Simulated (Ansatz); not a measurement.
# HfC, pressure series

Take HfC in the rock salt structure (space group Fm-3m, No. 225; a = 4.607 Å) as the base.

Cell and atoms are relaxed at each pressure.

The values are results of Kohn–Sham DFT with the PBEsol functional, run in Ansatz (an electronic-structure program) with PAW and 420 eV plane waves, spin-orbit coupling left out, not measurements.

Notes on the quantities. enthalpy: H = E + PV relative to the base's energy.

```
variant                 enthalpy  volume per atom
-----------------  -------------  ---------------
base                           –         12.22 Å³
pressure −2 GPa    -0.15 eV/atom         12.32 Å³
pressure −1 GPa    -0.08 eV/atom         12.27 Å³
pressure 0.9 GPa   +0.07 eV/atom         12.18 Å³
pressure 2.1 GPa   +0.16 eV/atom         12.12 Å³
pressure 4.5 GPa   +0.34 eV/atom         12.01 Å³
pressure 9 GPa     +0.67 eV/atom         11.82 Å³
pressure 15 GPa    +1.11 eV/atom         11.58 Å³
pressure 22.5 GPa  +1.65 eV/atom         11.31 Å³
pressure 30 GPa    +2.17 eV/atom         11.07 Å³
```

Load acts through the strain it causes; cell and atoms are relaxed under it. No phonon test of stability was made. No other phases were tried under pressure. The final runs are not spin-polarised.
